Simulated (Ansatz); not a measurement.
A computed series for Cu3Au: response to strain

Base system: Cu3Au in the Cu3Au type structure (space group Pm-3m, No. 221; relaxed with 0.1 eV smearing).

```xyz
4
Lattice="3.7808 0.0000 0.0000 0.0000 3.7808 0.0000 0.0000 0.0000 3.7808" Properties=species:S:1:pos:R:3 pbc="T T T"
Cu     0.0000     1.8904     1.8904
Cu     1.8904     1.8904     0.0000
Cu     1.8904     0.0000     1.8904
Au     0.0000     0.0000     0.0000
```

Strains are applied to the cell and any free atomic positions relax.

The values are results of PBE in Ansatz (plane waves to 420 eV, PAW, no spin-orbit coupling), not measurements.

```csv
isotropic strain (%),pressure (GPa)
-2.72,14.6
0,0.0
0.71,?
0.98,-3.8
2.41,-8.4
```

Fit P = P₀ − Bδ + Cδ² with δ = (1 + ε)³ − 1 to the rows shown and predict the withheld row.

Least squares on the printed values gives P₀ = 0.1 GPa, B = 147 GPa, C = 447 GPa (largest residual 0.1 GPa); this predicts -2.9 GPa, and the run gives -2.8 GPa, in agreement.

Stability against distortions was not tested. The final runs are not spin-polarised.

Ansatz is an electronic-structure program.
